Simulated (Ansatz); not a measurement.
Take GaP in the zinc blende structure (space group F-43m, No. 216; a = 5.451 Å) as the base. Axes: x, y, z lie along the cube axes.

Calculations: r2SCAN (Ansatz, a program for electronic structure; PAW; 500 eV plane waves; spin-orbit coupling left out).

It is then changed as follows: tensor shear ε_xy = +0.64 % (engineering shear γ = 0.0128); the atoms relax in the strained cell.

Problem. Predict the stress tensor and what it implies for the stiffness.

Solution. Stress of the strained cell less that of the base (GPa, compression positive):
```
   0.01   -0.94    0.00
  -0.94    0.01    0.00
   0.00    0.00    0.00
```

Then −Δσ/γ with γ = 2ε = 0.0128 gives relaxed-ion elastic constants: C66 ≈ 73 GPa.

Stability against distortions was not tested.
